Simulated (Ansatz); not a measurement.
A self-consistent single point of Ta (Im-3m, 1 atom in the cell) with Ansatz (a quantum-chemistry and plane-wave program).

Method: PBE, PAW files (plane waves; Ansatz).

The change in words: lattice scaled by 0.98; basis.ecutwfc: 420 eV → 250 eV. Reference geometry:
```xyz
1
Lattice="-1.6583 1.6583 1.6583 1.6583 -1.6583 1.6583 1.6583 1.6583 -1.6583" Properties=species:S:1:pos:R:3 pbc="T T T"
Ta     0.0000     0.0000     0.0000
```

Reference input (self-consistent single point, DFT, PBE, plane waves, PAW files): basis.ecutwfc = 420 eV; kpoints.mp_grid.grid = 14 14 14; hamiltonian.xc = pbe; hamiltonian.pseudopotentials = {kind: paw} (the program's default PAW files); scf.occupations.method = gaussian; scf.occupations.width = 0.1 eV. This run's input differs from it in these lines:

Ansatz 0.2 input:
```diff
@@ -2,5 +2,5 @@
   lattice:
-    - [-1.65825000, 1.65825000, 1.65825000]
-    - [1.65825000, -1.65825000, 1.65825000]
-    - [1.65825000, 1.65825000, -1.65825000]
+    - [-1.62508500, 1.62508500, 1.62508500]
+    - [1.62508500, -1.62508500, 1.62508500]
+    - [1.62508500, 1.62508500, -1.62508500]
   atoms:
@@ -8,3 +8,3 @@
 basis:
-  ecutwfc: 420.0
+  ecutwfc: 250.0
 kpoints:
```

Output (repeated stretches shortened):

```
SCF iter   1: F=—  HF=-9933.024791 eV  |F-HF|=—  |Δ(HF+E_count)|=         —  Δρ=4.19e-2  dr2=3.21e-1  ethr=3.10e-3  ⟨swp⟩=4.6  Hψ=5601  notcnv=0
all-band conjugate gradients solve this SCF's bands
preconditioner: auto → none
SCF iter   2: F=—  HF=-9932.904476 eV  |F-HF|=—  |Δ(HF+E_count)|=   1.20e-1  Δρ=1.41e-2  dr2=2.13e-2  ethr=2.47e-3  ⟨swp⟩=2.7  Hψ=2788  notcnv=0  defer=36
SCF iter   3: F=—  HF=-9932.903331 eV  |F-HF|=—  |Δ(HF+E_count)|=   1.15e-3  Δρ=4.33e-3  dr2=1.07e-3  ethr=1.64e-4  ⟨swp⟩=2.8  Hψ=1855  notcnv=0  defer=36
SCF iter   4: F=—  HF=-9932.903771 eV  |F-HF|=—  |Δ(HF+E_count)|=   4.41e-4  Δρ=1.07e-4  dr2=9.82e-7  ethr=8.22e-6  ⟨swp⟩=1.0  Hψ=1108  notcnv=0  defer=36
SCF iter   5: F=—  HF=-9932.903786 eV  |F-HF|=—  |Δ(HF+E_count)|=   1.45e-5  Δρ=1.35e-5  dr2=9.66e-9  ethr=7.69e-10  ⟨swp⟩=6.3  Hψ=5485  notcnv=0
SCF iter   6: F=-9932.903786 eV  HF=-9932.903786 eV  |F-HF|=8.73e-11  |Δ(HF+E_count)|=  3.27e-10  Δρ=1.01e-6  dr2=1.48e-10  ethr=7.43e-11  ⟨swp⟩=2.0  Hψ=3333  notcnv=0
SCF 1 converged in 6 iterations: F = -9932.903786 eV  dr2 = 1.48e-10
Free energy (F): -9932.903786 eV
Internal energy: -9932.898576 eV  (E = F + TS)
E sigma→0 (E₀):  -9932.901181 eV
Entropy (-TS):   -0.005209 eV (-5.209 meV/atom)
Fermi energy:    19.523669 eV
--- Forces (eV/Å), atoms counted from 1 ---
  atom   1  Ta     0.00000000    -0.00000000     0.00000000
--- Stress (GPa, compression-positive) ---
       14.805948      -0.000000      -0.000000
        0.000000      14.805948       0.000000
       -0.000000      -0.000000      14.805948
  P = ⅓ Tr σ = 14.8059 GPa (148.059 kbar)
  The stress holds the Pulay correction. Without it, at fixed plane waves, as pw.x and ABINIT print it: P = -5.4064 GPa
```

The run converged in 6 iterations. Against the reference run the free energy goes up by 338 meV/atom and the pressure goes from 0.46 to 14.81 GPa.

The starting cell has typed, rounded lattice constants, without a prior relaxation at this level. Its lattice was rescaled by up to half a per cent. For this run, on top of that: lattice scaled by 0.98. Spin polarisation is off. Ansatz's pressure includes its estimate of the finite-basis (Pulay) stress. Without the estimate this run gives -5.41 GPa. The cutoff lies below the one recommended for these files.
